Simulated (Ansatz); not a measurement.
The starting structures come from a database of crystals and need not be the phases stable at ambient conditions.

 Where the default PAW files enter, the runs use the earlier of Ansatz's two default sets.

# Evanescent states of Hf3N4 (I-43d, not sure to be the ambient phase, 14 atoms a cell, 10.8 Å³ an atom, -2 GPa at this level) along the normal of (110)

Method: r2SCAN (plane waves, PAW; Ansatz, a first-principles code).

The gap is the functional's own, uncorrected, and κ follows it; spin-orbit coupling is left out. Mid-gap values are interpolated between the computed energies.

Energies count from the valence-band top; κ is the least over a 6×6 mesh across the current.

```csv
E (eV),κ (1/Å),where
0.04,0.054,Γ
0.12,0.091,Γ
0.20,0.116,Γ
0.28,0.136,Γ
0.36,[?],Γ
0.44,[?],Γ
0.52,[?],Γ
0.60,[?],Γ
0.68,[?],Γ
0.76,[?],Γ
0.84,[?],Γ
0.92,[?],Γ
1.00,[?],Γ
1.08,0.158,Γ
1.16,0.137,Γ
1.24,0.111,Γ
1.32,0.073,Γ
```

Problem. What belongs in the gaps?

Solution. 
- 0.36, κ (1/Å): 0.153
- 0.44, κ (1/Å): 0.167
- 0.52, κ (1/Å): 0.180
- 0.60, κ (1/Å): 0.191
- 0.68, κ (1/Å): 0.200
- 0.76, κ (1/Å): 0.207
- 0.84, κ (1/Å): 0.203
- 0.92, κ (1/Å): 0.190
- 1.00, κ (1/Å): 0.176
